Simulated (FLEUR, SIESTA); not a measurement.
A SIESTA input for a self-consistent single point of Ni3Si (Pm-3m, 4 atoms in the cell) (DFT, GGA PBE, numerical atomic orbitals TZP, PseudoDojo PBE standard norm-conserving potentials (rewritten from UPF to PSML)):

```
# files in the folder: Si.psml Ni.psml (PseudoDojo PBE standard)
SystemName  Ni3Si
SystemLabel Ni3Si

NumberOfAtoms                4
NumberOfSpecies              2
%block ChemicalSpeciesLabel
  1 14 Si
  2 28 Ni
%endblock ChemicalSpeciesLabel
LatticeConstant              1.0 Bohr
%block LatticeVectors
     6.515231437    0.000000000    0.000000000
     0.000000000    6.515231437    0.000000000
     0.000000000    0.000000000    6.515231437
%endblock LatticeVectors
AtomicCoordinatesFormat      Bohr
%block AtomicCoordinatesAndAtomicSpecies
     0.000000000    0.000000000    0.000000000  1
     0.000000000    3.257615718    3.257615718  2
     3.257615718    0.000000000    3.257615718  2
     3.257615718    3.257615718    0.000000000  2
%endblock AtomicCoordinatesAndAtomicSpecies

XC.functional                GGA
XC.authors                   PBE
PAO.BasisSize                TZP
PAO.EnergyShift              0.01 Ry
MeshCutoff                   400 Ry
%block kgrid.MonkhorstPack
    9   0   0  0.0
    0   9   0  0.0
    0   0   9  0.0
%endblock kgrid.MonkhorstPack
OccupationFunction           FD
ElectronicTemperature        50.0 meV

MaxSCFIterations             150
SCF.Mixer.Method             Pulay
SCF.Mixer.Weight             0.25
SCF.Mixer.History            8
SCF.DM.Tolerance             1.0E-04
Diag.ParallelOverK           true
WriteForces                  true
```

**Question.** Write the same calculation as an input for FLEUR.

**Answer.** One input that does it (others would too):

Input of the input generator:

```
scf Ni3Si
&input film=f /
1.0000000000 0.0000000000 0.0000000000
0.0000000000 1.0000000000 0.0000000000
0.0000000000 0.0000000000 1.0000000000
6.5152314366
1.0 1.0 1.0

4
14 0.0000000000 0.0000000000 0.0000000000
28 0.0000000000 0.5000000000 0.5000000000
28 0.5000000000 0.0000000000 0.5000000000
28 0.5000000000 0.5000000000 0.0000000000

&comp jspins=1 /
&kpt div1=9 div2=9 div3=9 /
&end /
```

```xml
<?xml version="1.0" encoding="UTF-8" standalone="no"?>
<fleurInput fleurInputVersion="0.39">
   <comment>
      scf Ni3Si                                                                                           
   </comment>
   <calculationSetup>
      <cutoffs Kmax="4.7" Gmax="16.4" GmaxXC="16.4" numbands="0"/>
      <scfLoop itmax="100" minDistance="0.00001" maxIterBroyd="15" imix="Anderson" alpha="0.05" precondParam="0.0" spinf="2.0"/>
      <coreElectrons ctail="T" frcor="F" kcrel="0" coretail_lmax="0"/>
      <xcFunctional name="pbe" relativisticCorrections="F"/>
      <magnetism jspins="1"/>
      <soc l_soc="F" theta="0.0" phi="0.0" spav="F"/>
      <expertModes spex="0" secvar="F"/>
      <geometryOptimization l_f="T" forcealpha="1.0" forcemix="BFGS" epsdisp="0.00001" epsforce="0.00001"/>
      <ldaU l_linMix="F" mixParam="0.05" spinf="1.0"/>
   </calculationSetup>
   <cell>
      <bzIntegration valenceElectrons="52.0" mode="hist" fermiSmearingEnergy="0.00183747">
         <kPointListSelection listName="default-1"/>
         <!-- k-points included here -->
         <xi:include xmlns:xi="http://www.w3.org/2001/XInclude" href="kpts.xml"> </xi:include>
      </bzIntegration>
      <!-- symmetry operations included here -->
      <xi:include xmlns:xi="http://www.w3.org/2001/XInclude" href="sym.xml"> </xi:include>
      <bulkLattice scale="1.0">
         <bravaisMatrix>
            <row-1>    6.5152314365999997     0.0000000000000000     0.0000000000000000</row-1>
            <row-2>    0.0000000000000000     6.5152314365999997     0.0000000000000000</row-2>
            <row-3>    0.0000000000000000     0.0000000000000000     6.5152314365999997</row-3>
         </bravaisMatrix>
      </bulkLattice>
   </cell>
   <atomSpecies>
      <species name="Silicon (Si)" element="Si" atomicNumber="14">
         <mtSphere radius="1.70" gridPoints="599" logIncrement="0.019"/>
         <atomicCutoffs lmax="8" lnonsphr="6"/>
         <electronConfig flipSpins="F">
            <coreConfig>(1s1/2) (2s1/2) (2p1/2) (2p3/2)</coreConfig>
            <valenceConfig>(3s1/2) (3p1/2) (3p3/2)</valenceConfig>
            <stateOccupation state="(3p1/2)" spinUp="0.3333333333333" spinDown="0.3333333333333"/>
            <stateOccupation state="(3p3/2)" spinUp="0.6666666666667" spinDown="0.6666666666667"/>
         </electronConfig>
         <energyParameters s="3" p="3" d="3" f="4"/>
      </species>
      <species name="Nickel (Ni)" element="Ni" atomicNumber="28">
         <mtSphere radius="2.15" gridPoints="757" logIncrement="0.016"/>
         <atomicCutoffs lmax="8" lnonsphr="6"/>
         <electronConfig flipSpins="F">
            <coreConfig>(1s1/2) (2s1/2) (2p1/2) (2p3/2) (3s1/2)</coreConfig>
            <valenceConfig>(3p1/2) (3p3/2) (4s1/2) (3d3/2) (3d5/2)</valenceConfig>
            <stateOccupation state="(3d3/2)" spinUp="1.6" spinDown="1.6"/>
            <stateOccupation state="(3d5/2)" spinUp="2.4" spinDown="2.4"/>
         </electronConfig>
         <energyParameters s="4" p="4" d="3" f="4"/>
         <lo type="SCLO" l="1" n="3" eDeriv="0"/>
      </species>
   </atomSpecies>
   <atomGroups>
      <atomGroup species="Silicon (Si)">
         <relPos label="                   1">.0000000000 .0000000000 .0000000000</relPos>
         <force calculate="T" relaxXYZ="TTT"/>
      </atomGroup>
      <atomGroup species="Nickel (Ni)">
         <relPos label="                   2">.0000000000 1.000/2.000 1.000/2.000</relPos>
         <relPos label="                   3">1.000/2.000 .0000000000 1.000/2.000</relPos>
         <relPos label="                   4">1.000/2.000 1.000/2.000 .0000000000</relPos>
         <force calculate="T" relaxXYZ="TTT"/>
      </atomGroup>
   </atomGroups>
   <output dos="F" band="F" slice="F">
      <checks vchk="F" cdinf="F"/>
      <bandDOS minEnergy="-.5*Htr" maxEnergy="0.5*Htr" sigma="0.015" storeEVData="T"/>
      <vacuumDOS vacdos="F" integ="F" star="F" nstars="0" locx1="0.0" locy1="0.0" locx2="0.0" locy2="0.0" nstm="0" tworkf="0.0"/>
      <unfoldingBand unfoldBand="F" supercellX="1" supercellY="1" supercellZ="1"/>
      <plotting iplot="0" polar="F">
         <plot TwoD="T" vec1="  1.0  0.0  0.0" vec2="  0.0  1.0  0.0" vec3="  0.0  0.0  1.0" zero="  0.0  0.0  0.0" file="plot"/>
      </plotting>
      <chargeDensitySlicing numkpt="0" minEigenval="0.0" maxEigenval="0.0" nnne="0" pallst="F"/>
      <specialOutput eonly="F"/>
      <magneticCircularDichroism mcd="F" energyLo="-10.0" energyUp="0.0"/>
   </output>
  <!-- We include the file relax.xml here to enable relaxations (see documentation) -->
  <xi:include xmlns:xi="http://www.w3.org/2001/XInclude" href="relax.xml"> <xi:fallback/> </xi:include>
</fleurInput>
```

Basis, cutoffs, solver keys and any potentials are the target program's own. This input uses DFT, PBE, all-electron FLAPW (FLEUR), scalar-relativistic valence.

The starting cell has typed, rounded lattice constants, without a prior relaxation at this level. Its lattice was rescaled by a random factor within 2.5 % of one. For this run, on top of that: lattice scaled by 0.98.
